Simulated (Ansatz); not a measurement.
Take CdS in the zinc blende structure (space group F-43m, No. 216; a = 5.825 Å) as the base.

Level of theory: Ansatz (a quantum-chemistry and plane-wave program), PBEsol, PAW, cutoff 420 eV, without spin-orbit coupling, earlier PAW set.

Before the change:

| Item | Result |
|---|---|
| Band gap | 1.01 eV |
| Shortest interatomic distance | 2.522 Å |

Modification: Zn takes the place of Cd on all its sites, then cell and atoms are relaxed.

Question: What does the calculation give for the band gap and shortest interatomic distance after the change?

Answer: The band gap goes up by 1.07 eV to 2.08 eV; the shortest interatomic distance decreases by 0.2027 Å to 2.320 Å.

No phonon test of stability was made.
